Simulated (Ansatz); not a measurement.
CaO (model structure, started from the wurtzite type, P6₃/mmc, No. 194, 4 atoms in the cell), treated with PBE0 (plane waves, PAW; Ansatz, a first-principles code).

Settings: plane-wave cutoff 460 eV, 9×9×6 k mesh (along the axes of the cell as run), Fermi–Dirac smearing 0.01 eV, scalar-relativistic PAW data made under PBE.

Cell (relaxed with PBEsol):

```cif
data_Ca2O2
_chemical_formula_sum 'Ca2 O2'
_space_group_name_H-M_alt 'P63/mmc'
_space_group_IT_number 194
_space_group_name_Hall '-P 6c 2c'
_cell_length_a 3.95619
_cell_length_b 3.95619
_cell_length_c 4.74327
_cell_angle_alpha 90.000
_cell_angle_beta 90.000
_cell_angle_gamma 120.000
loop_
_atom_site_label
_atom_site_type_symbol
_atom_site_symmetry_multiplicity
_atom_site_Wyckoff_symbol
_atom_site_fract_x
_atom_site_fract_y
_atom_site_fract_z
_atom_site_occupancy
Ca1 Ca 2 c 0.33333 0.66667 0.25000 1
O1 O 2 d 0.66667 0.33333 0.25000 1
```

Task: Give the computed band gap.

Result: 
* **band gap**: 5.35 eV (on the SCF k mesh)

Note: the relaxation could raise the start's symmetry but not lower it, so the cell can be a saddle point; cell and atoms aren't relaxed at this level (pressure 1.9 GPa).

Static lattice: no zero-point or thermal effects.

The result took very roughly 5 core-minutes.

A model structure was made by putting elements into a prototype or built by hand; it is no filed structure, need not be a known phase, and can be a saddle point held by its symmetry.
